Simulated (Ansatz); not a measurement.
Surface energy of faces of bcc Nb in PBE and in LDA, in Ansatz (plane waves, PAW). Symmetric slabs relaxed with PBE from ideal cuts in 1x1 cells (the lowest computed cut and spin start of each face; real faces may reconstruct in larger cells); LDA values are single points on them, with the bulk at the same level. No spin-orbit coupling, no U.

```csv
face,PBE (J/m²),LDA (J/m²)
(100),2.37,2.71
(110),2.08,2.39
(111),2.40,2.70
(210),2.26,2.61
(211),2.36,2.67
(221),2.33,2.64
(310),2.30,2.65
(320),2.20,2.53
(321),2.29,?
```

Problem. Fit a straight line y = a·x + b by least squares to the 8 complete rows (x: PBE (J/m²); y: LDA (J/m²)).

Solution. the means are x̄ = 2.2875 and ȳ = 2.6125; Σ(x − x̄)² = 0.078150 and Σ(x − x̄)(y − ȳ) = 0.077150, so a = 0.987 and b = ȳ − a·x̄ = 0.354. The largest residual is 0.025.

Problem. What does the line predict for the withheld row, (321), and what did the calculation give?

Solution. the line gives 2.61; the calculation gave 2.61, a miss of 0.00, of the size of the fitted rows' scatter and rounding.

Ansatz is a program for electronic structure.
